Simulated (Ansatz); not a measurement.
HfSiO4 (I4₁/amd, No. 141, 12 atoms in the cell; start COD 9000852) was calculated with r²SCAN+rVV10 in Ansatz (plane waves, PAW).

Run with plane-wave cutoff 560 eV, 8×8×8 k mesh, Fermi–Dirac smearing 0.01 eV, scalar-relativistic PAW data made under PBE.

Cell (relaxed at this level):

```yaml
crystal:
  lattice:
    - [-3.28244, 3.28244, 2.98301]
    - [3.28244, -3.28244, 2.98301]
    - [3.28244, 3.28244, -2.98301]
  atoms:
    - { symbol: Hf, position: [0.00000, 0.00000, 0.00000] }
    - { symbol: Hf, position: [0.75000, 0.25000, 0.50000] }
    - { symbol: Si, position: [0.50000, 0.50000, 0.00000] }
    - { symbol: Si, position: [0.25000, 0.75000, 0.50000] }
    - { symbol: O, position: [0.68011, 0.49517, 0.81506] }
    - { symbol: O, position: [0.24517, 0.93011, 0.31506] }
    - { symbol: O, position: [0.68011, 0.86505, 0.18494] }
    - { symbol: O, position: [0.61505, 0.93011, 0.68494] }
    - { symbol: O, position: [0.06989, 0.38495, 0.31506] }
    - { symbol: O, position: [0.50483, 0.31989, 0.18494] }
    - { symbol: O, position: [0.06989, 0.75483, 0.68494] }
    - { symbol: O, position: [0.13495, 0.31989, 0.81506] }
```

Task: Give the computed band gap.

Result: 
band gap: 6.03 eV (on the SCF k mesh)

Note: the relaxation could not lower the start's symmetry, so the cell can be a saddle point above a distorted one.

Spin–orbit coupling is not included.

Ansatz is a quantum-chemistry and plane-wave program.
